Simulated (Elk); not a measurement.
Band structure of Hf (P6_3/mmc, 2 atoms in the cell).

```
Hf
1.0
    3.22015     0.00000     0.00000
   -1.61008     2.78873     0.00000
    0.00000     0.00000     5.08893
Hf
2
Direct
  0.33333   0.66667   0.25000
  0.66667   0.33333   0.75000
```

Method: PBE, all-electron FP-LAPW, Elk's shipped species files, APW+lo basis with extra local orbitals run with Elk 10.2.4.

Settings: xctype = 20; rgkmax = 7.5; stype = 0; swidth = 0.00499791 Ha; ngridk = 16 16 9; gmaxvr = 16 1/bohr; nxlo = 2; lorbcnd = true; lmaxi = 2.

The starting cell comes from a database of computed structures (which also holds hypothetical and non-ambient phases and stackings), without a prior relaxation at this level. Its lattice was rescaled by a random factor within 2.5 % of one. Spin-orbit coupling is off. Values depend on the basis (sphere radii, cutoffs, local orbitals), which need not be converged.

Levels in eV from the Fermi level, bands 23 to 30:
```csv
point,23,24,25,26,27,28,29,30
Γ,-7.32,-3.66,0.57,1.16,1.16,1.44,1.96,1.96
M,-3.33,-2.69,-2.17,-0.85,0.77,0.85,1.64,5.75
K,-2.07,-1.80,-1.80,-1.45,0.36,0.36,2.00,5.10
A,-5.38,-5.38,0.15,0.15,1.04,1.04,1.04,1.04
L,-3.36,-3.36,-0.96,-0.96,1.10,1.10,2.60,2.60
H,-1.73,-1.73,-1.45,-1.45,-0.23,-0.23,2.48,2.48
```

Bands cross the Fermi level along this path, so the cell is metallic at this level.
